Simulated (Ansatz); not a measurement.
Relaxation of the outer planes of the (110) surface of rutile IrO2 in its 1x1 cell (cut with top plane O, bottom plane O), outermost plane spacing 1.23 Å in the ideal cut.

The numbers are results of PBE (plane waves to 420 eV, PAW; Ansatz, a first-principles code), not measurements.

Model: 24-atom slab, Ir8O16, 12.1 Å thick at the start, 12x6x1 mesh, Fermi-Dirac 0.1 eV, dipole correction, all atoms relaxed; held to the start's symmetry, so lower structures may exist; no spin, no spin-orbit, no U.

| plane | atoms | bulk spacing to the next (Å) | relaxed spacing (Å) | change (%) | rumpling (Å) |
|---|---|---|---|---|---|
| 1 | O | 1.227 | 1.187 | -3.3 | 0.00 |
| 2 | 2 O + 2 Ir | 1.227 | 1.234 | 0.6 | 0.14 (O outermost) |
